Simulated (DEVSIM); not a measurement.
Structure: Pt/SiO2/p-Ge capacitor, at 300 K.

Layer 1 from the left is SiO2, thickness (nm) 1.90. Layer 2 from the left is Ge, thickness (nm) 3200, Na (cm⁻³) 3.4e16.

Metal gate on the left, work function 5.6 eV. Fixed charge at the semiconductor interface -6.8e11 cm⁻² (in units of +e); no interface traps.

Constants are typed, rounded textbook-type inputs, not results; the design itself was drawn at random and stands for no fabricated device. Values at 300 K.

SiO2: gap (eV) 9, affinity (eV) 0.9, permittivity 3.9. Ge: gap (eV) 0.664, affinity (eV) 4, permittivity 16, Nc (cm⁻³) 1.04e19, Nv (cm⁻³) 6e18.

Estimate by hand the flat-band voltage, the threshold voltage, and compare with a numerical solution.


- Flat-band voltage: C = 1.82 μF/cm², work-function difference 1.070 V; VFB = φms − qNf/C = 1.13 V; numerical 1.13 V.
- Threshold voltage: φF = 0.191 V, depletion charge √(4εqNφF) = 7.68e-8 C/cm²; VT = VFB + 2φF + Qd/C = 1.55 V; numerical 1.55 V.

Model (solved in DEVSIM): 1D Poisson equation in equilibrium, Boltzmann statistics, complete ionisation; no quantum confinement or tunnelling. Metal contacts follow the ideal Schottky-Mott rule: no Fermi-level pinning, no interface dipoles.
